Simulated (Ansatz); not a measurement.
## O interstitial started as a split pair with O in metastable alpha cristobalite

These are PBE, PAW (plane waves to 420 eV; Ansatz, a first-principles code) values and carry that method's errors. A supercell of 96 sites (2×2×2 repeats of a cell of 12 atoms) was used; the energies come from a 2×2×2 shifted sampling of its zone. Site at the start: split with O. Finite-size correction: monopole term and site-potential alignment. Dielectric constants: PBE linear response of the host. Host gap at this level: 5.51 eV. These values are not converged in cell size to better than tenths of an eV. PBE underestimates the host's gap, which shifts levels and can delocalise carriers. Spin–orbit coupling is left out. Each state is the lowest found from its start.

Formation energies E_f are given with the Fermi level at the valence-band maximum. Chemical conditions: O-rich (Δμ(O) = 0.00 eV; only phases computed here count, gases as isolated molecules at 0 K); Si-rich (Δμ(O) = -4.17 eV; only phases computed here count, gases as isolated molecules at 0 K). Reference phases: O: O2 molecule in a box.

The name describes the start; the neighbours show where the atoms ended.

Charges with a result: 0, −1, −2. Others weren't obtained, and one of them could lie lower, also by skipping a charge.

A further state could not be aligned with the host and is left out, so the set of levels is incomplete.

```
charge         moment (μB)  largest move off a lattice site (Å)  neighbours of the last O atom of the defect at the end (Å)  image correction with alignment (eV)  E_f, O-rich (eV)  E_f, Si-rich (eV)  above the lowest spin state (eV)
------  ------------------  -----------------------------------  ----------------------------------------------------------  ------------------------------------  ----------------  -----------------  --------------------------------
0                      0.0                                 0.65            O 1.49, Si 1.67, Si 2.48, O 2.52, O 2.70, O 2.73                                  0.00              1.88               6.06                              0.00
0       not spin-polarised                                 0.65            O 1.49, Si 1.67, Si 2.48, O 2.52, O 2.70, O 2.73                                  0.00              1.88               6.06                              0.00
−1                     1.0                                 0.45            Si 1.70, Si 1.89, O 2.03, O 2.47, O 2.56, O 2.59                                  0.31              4.62               8.80                              0.00
−2      not spin-polarised                                 0.50            Si 1.68, Si 1.76, O 2.29, O 2.47, O 2.53, O 2.54                                  1.37              7.95              12.12                              0.00
```

Starting moments that weren't kept: charge 0 began with 2 μB and ended with 0.0.

No other site or start that was run ended lower by more than 0.1 eV.

Transition levels above the valence-band maximum: ε(0/−1) = 2.74 eV; ε(−1/−2) = 3.33 eV. With a charge missing or unsettled, these needn't be thermodynamic levels.

Flagged in the runs: a host whose relaxation on this sampling wasn't shown to rest, a strain field that reaches the edge of the cell.
